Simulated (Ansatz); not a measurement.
Take Sn (space group I4_1/amd, No. 141; relaxed with 0.1 eV smearing) as the base.

```
CELL_PARAMETERS angstrom
     -2.97474     2.97474     1.60684
      2.97474    -2.97474     1.60684
      2.97474     2.97474    -1.60684
ATOMIC_POSITIONS crystal
  Sn 0.75000 0.25000 0.50000
  Sn 0.00000 0.00000 0.00000
```

Cartesian axes are those of the cell as printed.

Calculations: Ansatz (a program for electronic structure) PBE, no spin-orbit coupling.

It is then changed as follows: biaxial strain −4.86 %, plane normal [001], relaxed out of plane (Cartesian); in-plane vectors clamped, the third vector and the atoms free.

Task: What happens to the energy relative to the base?

Result: The energy increases by 44 meV/atom.

Task: What happens to the ratio −ε⊥/ε∥?

Result: The ratio −ε⊥/ε∥ is 1.01.

Task: What happens to the in-plane stress?

Result: The mean in-plane stress (compression positive) is +5.3 GPa.

A biaxial case was relaxed in a doubled cell and then solved in the primitive one. No phonon test of stability was made.
